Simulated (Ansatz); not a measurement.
## Computed paths: B-vacancy pair in 3C silicon carbide, charge state +1

Defect: B-vacancy pair (B on one host C site, one C site vacant) in 3C silicon carbide, charge state +1. Computed with PBE, PAW (plane waves to 420 eV; Ansatz, a quantum-chemistry and plane-wave program).

64-site cell at the relaxed PBE lattice, a 2×2×2 k-point mesh shifted by half a step, smearing 0.01 eV, spin-restricted, no finite-size correction. Static, classical nuclei. The charge state is imposed; whether it is stable for some Fermi level was not computed. Forms of the defect that were not tried may lie lower.

Barriers: single points on a 3×3×3 k-point mesh shifted by half a step at the bands' geometries.

| Route | Start site over the lowest site run (eV) | Hop (Å) | Forward barrier (eV) | Backward barrier (eV) | Neighbours at the start | Neighbours at the saddle | Saddle order | Forward, on the band's own sampling (eV) |
|---|---|---|---|---|---|---|---|---|
| direct exchange of B with the vacancy (B-vacancy distance between ideal sites 3.10 Å throughout) | 0.00 | 3.04 | 3.82 | 3.82 | Si at 1.88, 2 Si at 1.92, Si at 1.96 Å | Si at 1.86, 2 Si at 2.14, 2 Si at 2.27 Å | inconclusive, on a symmetry element | 3.81 |
| a nearby C atom hops onto the vacant site (B-vacancy distance between ideal sites 3.10 → 6.19 Å) | 0.00 | 3.04 | 4.90 | 4.74 | Si at 1.87, 2 Si at 1.89, Si at 1.92 Å | Si at 1.80, 2 Si at 2.17, 2 Si at 2.26 Å | first order | 4.89 |
| a nearby C atom hops onto the vacant site (B-vacancy distance between ideal sites 3.10 → 5.36 Å) | 0.00 | 3.07 | 5.00 | 4.61 | Si at 1.86, 2 Si at 1.90, Si at 1.92 Å | Si at 1.80, 2 Si at 2.19, Si at 2.23, Si at 2.25 Å | first order | 4.99 |
| a nearby C atom hops onto the vacant site (B-vacancy distance between ideal sites 3.10 → 5.36 Å) | 0.00 | 3.05 | 5.16 | 4.77 | Si at 1.87, 2 Si at 1.90, Si at 1.92 Å | Si at 1.79, Si at 2.14, Si at 2.18, Si at 2.26, Si at 2.29 Å | first order | 5.15 |

Paths come from climbing-image nudged elastic band runs. Of the routes that converged and passed our checks, the lowest saddle point lies 3.82 eV above the lowest of the sites run (direct exchange of B with the vacancy (B-vacancy distance between ideal sites 3.10 Å throughout)); other sites, such as split forms, and other routes may lie lower. A band can be held on a symmetry element, so unchecked saddle points there may be too high.
